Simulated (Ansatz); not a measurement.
Start from Bi2Te3 in the Bi2Te3 type structure (space group R-3m, No. 166).

```xyz
5
Lattice="2.1973 1.2686 10.4614 -2.1973 1.2686 10.4614 0.0000 -2.5372 10.4614" Properties=species:S:1:pos:R:3 pbc="T T T"
Bi     0.0000     0.0000    12.5016
Bi     0.0000     0.0000    18.8827
Te     0.0000     0.0000     0.0000
Te     0.0000     0.0000     6.7088
Te     0.0000     0.0000    24.6755
```

Cartesian axes are those of the cell as printed.

Method: r2SCAN+rVV10 (Ansatz, a program for electronic structure; PAW; 500 eV plane waves; no spin-orbit coupling).

For the base:

* **Valence-band top at Γ**: 0.00, -0.85, -0.85 eV

The change: a pure shear with ε_xy = ε_yx = -0.0085, atoms relaxed at fixed cell.

Q: Predict the new valence-band top at Γ.

A: The valence-band top at Γ (three highest levels, from the VBM) goes from 0.00, -0.85, -0.85 eV to 0.00, -0.81, -0.90 eV.

Q: Predict the new stress.

A: The stress (xx, yy, zz, yz, xz, xy; compression positive) comes out as (0.00, 0.01, 0.00, 0.00, -0.18, 0.44) GPa.

With Bi and Te present, leaving out spin-orbit coupling can change the band edges. The levels and masses belong to the bands next to the band gap. The cells carry an imposed strain or load. No phonon test of stability was made.
